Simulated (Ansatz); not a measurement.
The starting structures come from a database of crystals and need not be the phases stable at ambient conditions.

 Where the default PAW files enter, the runs use the earlier of Ansatz's two default sets.

Tunnelling through a barrier is set by its complex band structure: the current falls as exp(−2κd) with the smallest κ.

Input:

```yaml
crystal:
  lattice:
    - [5.45631, 0.00000, 0.00000]
    - [2.72815, 4.90366, 0.00000]
    - [2.72815, 0.00000, 2.67466]
  atoms:
    - { symbol: Ti, position: [0.00000, 0.00000, 0.00000] }
    - { symbol: Ti, position: [0.75000, 0.50000, 0.50000] }
    - { symbol: O, position: [0.95715, 0.08570, 0.50000] }
    - { symbol: O, position: [0.20715, 0.58570, 0.00000] }
    - { symbol: O, position: [0.79285, 0.41430, 0.00000] }
    - { symbol: O, position: [0.54285, 0.91430, 0.50000] }
```

Space group of this cell: Fddd. The cell is strained (lengths across the current scaled by 1.02, ions clamped); by r2SCAN its mean pressure is -9.3 GPa.

Transport runs along the normal of the first two printed cell vectors.

The gap is the functional's own, uncorrected, and κ follows it; spin-orbit coupling is left out. Mid-gap values are interpolated between the computed energies.

Q: Compute, with Ansatz (an electronic-structure program) with r2SCAN, the band gap and the smallest decay constant κ at mid-gap.

A: Gap 2.41 eV on a 12×12×12 mesh; κ = 0.273 1/Å, at the zone centre.
